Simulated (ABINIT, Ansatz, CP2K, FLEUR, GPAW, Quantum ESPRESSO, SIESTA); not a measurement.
Code comparison for CdHClO (P6_3mc, 8 atoms in the cell)

Self-consistent single point.

```
CELL_PARAMETERS angstrom
      3.70730     0.00000     0.00000
     -1.85365     3.21062     0.00000
      0.00000     0.00000    10.34244
ATOMIC_POSITIONS crystal
  Cd 0.66667 0.33333 0.49219
  Cd 0.33333 0.66667 0.99219
  H  0.00000 0.00000 0.31842
  H  0.00000 0.00000 0.81842
  Cl 0.66667 0.33333 0.15574
  Cl 0.33333 0.66667 0.65574
  O  0.00000 0.00000 0.41324
  O  0.00000 0.00000 0.91324
```

All programs got the same cell, k-point mesh and kind of occupations (some realise fixed ones as a very narrow smearing) (in Ansatz's words: kpoints.mp_grid.grid = 7 7 3; scf.occupations.method = fixed); potentials, basis and cutoffs are each program's usual ones.

```tsv
code	model	pressure (GPa)	largest force (eV/Å)	gap on the mesh (eV)	k-points	cutoff
Ansatz	PBEsol, PAW files made with PBE	-2.48	0.242	2.360	16	default
FLEUR	PBEsol, all-electron FLAPW (FLEUR), scalar-relativistic valence	–	–	2.244	16	Kmax 4.7 1/bohr
Quantum ESPRESSO	PBEsol, GBRV 1.5 ultrasoft (PBESOL) pseudopotentials	-1.72	0.663	2.340	16	40 Ry
GPAW	PBEsol, GPAW PAW datasets PBEsol (made by gpaw-setup)	–	0.339	2.348	16	950 eV
CP2K	PBEsol, GPW, DZVP-MOLOPT-PBE-GTH basis, GTH-PBE potentials (POTENTIAL_UZH)	-1.00	0.521	2.304	74	grid 500 Ry
ABINIT	PBEsol, PAW (JTH v2.0 PBE PAW, files made for PBE)	-2.41	0.306	2.346	16	30 Ha
SIESTA	GGA PBEsol, numerical atomic orbitals DZP, PseudoDojo PBEsol standard norm-conserving potentials (rewritten from UPF to PSML)	-2.37	0.891	2.499	74	grid 350 Ry
```

Size of the force on each atom (eV/Å): Sizes of forces hide their directions.

```tsv
code	Cd1	Cd2	H3	H4	Cl5	Cl6	O7	O8
Ansatz	0.020	0.020	0.047	0.047	0.175	0.175	0.242	0.242
Quantum ESPRESSO	0.006	0.006	0.512	0.512	0.145	0.145	0.663	0.663
GPAW	0.024	0.024	0.125	0.125	0.190	0.190	0.339	0.339
CP2K	0.027	0.020	0.412	0.411	0.132	0.132	0.521	0.521
ABINIT	0.024	0.024	0.117	0.117	0.165	0.165	0.306	0.306
SIESTA	0.046	0.046	0.731	0.731	0.112	0.112	0.891	0.891
```

A dash marks a value that a program does not give, or that is left out as unsure.

Gaps are read on the mesh.

The spread over the programs that give each value: pressure within 1.48 GPa; largest force within 0.649 eV/Å; gap on the mesh within 0.255 eV.

The starting cell comes from a database of computed structures (which also holds hypothetical and non-ambient phases and stackings), without a prior relaxation at this level. Its lattice was rescaled by a random factor within 2.5 % of one.

Problem. Why do the programs differ, and what cannot be compared?

Solution. Differences of this kind can come from the potentials, where these differ, and from what each basis and cutoff leave unconverged. The valence holds different numbers of electrons (Ansatz (a program for electronic structure) 68, FLEUR 64, Quantum ESPRESSO 52, GPAW 52, CP2K 52, ABINIT 52, SIESTA 68). The zero of total energies and Fermi levels follows the potentials and each program's conventions, so they are not compared here. CP2K and SIESTA use small atom-centred bases, whose incompleteness enters pressures, forces and empty levels differently from a plane-wave cutoff. FLEUR treats all electrons, but the usual bases taken here (sphere radii, linearisation, local orbitals, empty states) were not tested for convergence, so the values are no reference for the others. Ansatz's pressure is given at a fixed set of plane waves, as the other plane-wave codes print theirs; with its correction for the finite basis it is -2.30 GPa. The pressure of GPAW is left out: its cutoff lies under the one at which its stress was checked. The programs reduce the same mesh by symmetry to different extents, which changes the work and not the result. In the pressure, CP2K (by 1.40) lies more than 1 GPa from the median of the plane-wave programs. In the gap, SIESTA (by 0.152) lies more than 0.12 eV from the median of the plane-wave programs. In the force vectors, Ansatz (by 0.081), Quantum ESPRESSO (by 0.391), CP2K (by 0.290) and SIESTA (by 0.610) lie more than 0.08 eV/Å from the median of the plane-wave programs.

Keys are those of Ansatz 0.2.
